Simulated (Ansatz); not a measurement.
```
CdSe
1.0
    4.30180     0.00000     0.00000
   -2.15090     3.72547     0.00000
    0.00000     0.00000     7.02173
Cd Se
2 2
Cartesian
  2.15090   1.24182   3.51147
  0.00000   2.48365   7.02234
  2.15090   1.24182   6.14945
  0.00000   2.48365   2.63858
```

These are PBEsol, rigid bands (plane waves, PAW, scalar-relativistic; Ansatz, an electronic-structure program) values and carry that method's errors. How the cell was made: cell and atoms relaxed with PBEsol.

Q: What conductivity effective mass do dilute electrons have at 300 K?

A: 0.068 (x), 0.068 (y), 0.065 (z) mₑ.

Q: And the band gap?

A: 0.54 eV at this level; semilocal functionals usually fall short of the measured gap.

Rigid bands, one relaxation time for all states, no polarons. Spin-orbit coupling is left out; where it splits the top of the valence band it changes the hole mass and lowers the gap by about a third of the splitting.
